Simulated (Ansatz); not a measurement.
## CdTe (model structure, started from the CsCl type, Pm-3m, No. 221, 2 atoms in the cell)

Method: PBE-D3(BJ) (plane waves, PAW; Ansatz, an electronic-structure program).

Settings: plane-wave cutoff 500 eV, 12×12×12 k mesh, Fermi–Dirac smearing 0.05 eV, scalar-relativistic PAW data made under PBE.

Cell (relaxed at this level):

Space group Pm-3m (No. 221); a = 3.7147 Å, b = 3.7147 Å, c = 3.7147 Å, α = 90.00°, β = 90.00°, γ = 90.00°

```
atom  site  symmetry       x       y       z
----  ----  --------  ------  ------  ------
Cd      1a      m-3m  0.0000  0.0000  0.0000
Te      1b      m-3m  0.5000  0.5000  0.5000
```

- band gap = zero (no gap)

Note: the relaxation could raise the start's symmetry but not lower it, so the cell can be a saddle point.

Spin–orbit coupling is not included.

Computed values are for the static lattice.

A model structure was made by putting elements into a prototype or built by hand; it is no filed structure, need not be a known phase, and can be a saddle point held by its symmetry.
